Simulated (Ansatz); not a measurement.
# Convergence study of the k-point mesh for TaCu3Se3S (R3m, 8 atoms in the cell)

```xyz
8
Lattice="3.9738 2.2943 3.2958 -3.9738 2.2943 3.2958 0.0000 -4.5885 3.2958" Properties=species:S:1:pos:R:3 pbc="T T T"
Ta     0.0000     0.0000     9.9328
Cu     1.9525     1.1273     1.6817
Cu    -1.9525     1.1273     1.6817
Cu     0.0000    -2.2546     1.6817
Se     0.0000     2.2692     5.7891
Se    -1.9652    -1.1346     5.7891
Se     1.9652    -1.1346     5.7891
S      0.0000     0.0000     2.3109
```

Method of the run: PBEsol, default PAW files made with PBE (plane waves; Ansatz, a first-principles code).

Base settings: basis.ecutwfc = 420 eV; kpoints.mp_grid.grid = 5 5 5; hamiltonian.xc = pbesol; hamiltonian.pseudopotentials = {kind: paw} (the program's default PAW files); scf.occupations.method = fixed.

The second cell is the first with its lattice scaled by 0.98.

Only quantities that move along the ladder and can be compared are tabulated.

The count of work is k-points × plane waves × bands × iterations; it is no time. Core times come from one kind of shared machine, to one figure; runs under 30 s give none.

The starting cell comes from a database of computed structures (which also holds hypothetical and non-ambient phases and stackings), without a prior relaxation at this level. Its lattice was rescaled by up to half a per cent. One atom was moved a little off its site on purpose. Spin-orbit coupling is off. In the base run, forces exceed 1 eV/Å. Ansatz's pressure includes its estimate of the finite-basis (Pulay) stress.

Steps (kpoints.mp_grid.grid): 1 1 1; 2 2 2; 3 3 3; 4 4 4; 5 5 5; 6 6 6; 7 7 7; 8 8 8; 9 9 9; 10 10 10; 12 12 12; 13 13 13.

### Question
What is the coarsest kpoints.mp_grid.grid that holds the free energy within 5 meV/atom of the last step, with all finer ones?

### Answer
3 3 3, at 0.026 of the last step's count of work; the step before is off by 10 meV/atom.

### Question
What is the coarsest kpoints.mp_grid.grid that holds the energy of the compressed cell less the first within 2 meV/atom of the last step, with all finer ones?

### Answer
2 2 2, at 0.017 of the last step's count of work; the step before is off by 23 meV/atom.

### Question
What is the coarsest kpoints.mp_grid.grid that holds the pressure within 0.05 GPa of the last step, with all finer ones?

### Answer
3 3 3, at 0.026 of the last step's count of work; the step before is off by 0.15 GPa.

```csv
kpoints.mp_grid.grid,free energy less the last step's (meV/atom),energy of the compressed cell less the first (meV/atom),pressure (GPa),largest difference of a force vector from the last step's (eV/Å),gap on the mesh (eV),count of work / last,core time / last (rough)
1 1 1,412.60,22.93,0.22,1.225,2.187,0.0058,–
2 2 2,10.39,1.37,-2.36,0.020,1.588,0.017,–
3 3 3,0.23,-0.03,-2.51,0.007,1.962,0.026,–
4 4 4,0.06,-0.01,-2.51,0.000,1.592,0.056,–
5 5 5,0.01,-0.02,-2.51,0.000,1.741,0.082,–
6 6 6,0.00,-0.02,-2.51,0.000,1.592,0.14,0.1
7 7 7,0.00,-0.02,-2.51,0.000,1.670,0.19,0.2
8 8 8,0.00,-0.02,-2.51,0.000,1.592,0.28,0.3
9 9 9,0.00,-0.02,-2.51,0.000,1.640,0.37,0.4
10 10 10,0.00,-0.02,-2.51,0.000,1.592,0.50,0.5
12 12 12,0.00,-0.02,-2.51,0.000,1.592,0.82,0.8
13 13 13,0.00,-0.02,-2.51,0.000,1.615,1.0,1
```

The gap on the mesh jumps up and down from mesh to mesh; it is no smooth measure of convergence.

Keys are those of Ansatz 0.2.
